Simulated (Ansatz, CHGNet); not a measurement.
**CsCl-type AuZn (cubic form, which distorts at low temperature): properties by level of theory**

Reference values: formation enthalpy -0.235 ± 0.04 eV/atom (measured, temperature not stated, no zero-point or thermal correction; as tabulated in Nepal et al. (2020), arXiv:2007.11150).

| level (code) | equilibrium lattice constant a (Å) | enthalpy of formation (eV/atom) |
|---|---|---|
| CHGNet 0.3.0 | 3.194 | -0.263 |
| CHGNet-r²SCAN | 3.150 | -0.243 |
| r²SCAN+rVV10 (Ansatz) | … | … |

### Question
Some entries are withheld; supply them.

### Answer

- r²SCAN+rVV10 (Ansatz, a program for electronic structure), equilibrium lattice constant a (Å): 3.132
- r²SCAN+rVV10 (Ansatz), enthalpy of formation (eV/atom): -0.221

Machine-learned potentials (CHGNet 0.3.0, CHGNet-r²SCAN) are trained on DFT data: a solid inside that data is no test of them.

Caveats: symmetry holds this phase in the static calculation, where it need not be a minimum (r²SCAN+rVV10). Ansatz's density-functional and Hartree–Fock values are scalar-relativistic unless marked +SOC, with PAW data made under PBE.

Static lattice: no zero-point or thermal effects.
